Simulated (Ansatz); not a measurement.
Functionals compared on a constructed model of the (0001) surface of hcp Os, a pseudomorphic layer of Zn in the host's stacking (bottom of the slab: a bare face, its two planes held), in Ansatz (plane waves, PAW). The structure was relaxed with PBE; the other rows are single points on it. Cutoff 420 eV (500 eV for r2SCAN).

Set-up: 7 atoms, 13.1 Å thick at the start; mesh 16x16x1; 0.1 eV smearing; dipole correction on; 2 atoms held, the rest relaxed; symmetry of the start imposed; no spin, no spin-orbit, no U. It is one candidate, not shown to be the stable structure of the face. These notes are the PBE run's.

```
functional  work function of the top face (eV)  rough cost of the single point
----------  ----------------------------------  ------------------------------
PBE                                       4.57                               –
RPBE                                      4.43         roughly 40 core-seconds
r2SCAN                                    4.68  around 60 core-seconds (rough)
```

Ansatz is a first-principles code.
